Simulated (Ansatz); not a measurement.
InPd3: response to strain

Start from InPd$_{3}$ in the Cu3Au type structure (space group Pm-3m, No. 221; a = 3.971 Å; a cell from a computed database, its experimental status unchecked; relaxed with 0.1 eV smearing). Axes: x, y, z lie along the cube axes.

Strains are applied to the cell and any free atomic positions relax; under biaxial strain the out-of-plane vector relaxes too; under stress the whole cell relaxes.

Calculations: PBEsol, PAW, 420 eV (Ansatz, a program for electronic structure; no spin-orbit coupling).

Candidates:
(a) biaxial strain −0.42 %, plane normal [001], relaxed out of plane
(b) uniaxial strain ε_xx = −4.55 %
(c) uniaxial strain ε_zz = +2.69 %
(d) uniaxial stress, 2 GPa compression along x
(e) biaxial strain +1.05 %, plane normal [001], relaxed out of plane

Notes on the quantities. energy relative to the base: free energy F.

**Question.** Order them by energy relative to the base, lowest first.

**Answer.** (a) biaxial strain −0.42 %, plane normal [001], relaxed out of plane (+0.2 meV/atom), (e) biaxial strain +1.05 %, plane normal [001], relaxed out of plane (+1.2 meV/atom), (d) uniaxial stress, 2 GPa compression along x (+3.3 meV/atom), (c) uniaxial strain ε_zz = +2.69 % (+6.9 meV/atom), (b) uniaxial strain ε_xx = −4.55 % (+23 meV/atom)

Beyond what the load breaks, stability against distortions was not tested. The final runs are not spin-polarised.
